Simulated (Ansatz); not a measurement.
System: SiO2 (P4₁2₁2, No. 92). Method: r²SCAN+rVV10 (Ansatz, a first-principles code, plane waves, PAW).

Numerical settings: plane-wave cutoff 560 eV, 8×8×6 k mesh (along the axes of the cell as run), Fermi–Dirac smearing 0.01 eV, scalar-relativistic PAW data made under PBE.

Response to compression and expansion:

Shape and atoms are relaxed at each volume.

```
V (Å³/atom)  P (GPa)  direct gap at Γ (eV)  c (Å)  a (Å)
-----------  -------  --------------------  -----  -----
12.936          0.79                 6.441  6.626  4.840
13.206          0.36                 6.397  6.686  4.868
13.475          0.00                 6.353  6.745  4.896
13.745         -0.31                 6.310  6.802  4.924
14.014         -0.61                 6.266  6.859  4.951
```

A straight line through the gaps at Γ against ln V gives a volume deformation potential dE_g(Γ)/d ln V of -2.2 eV: the gap at Γ widens under compression.

Note: the volume lies 6 % below that of the published cell; the bulk modulus comes from volumes at which shape and atoms were relaxed.
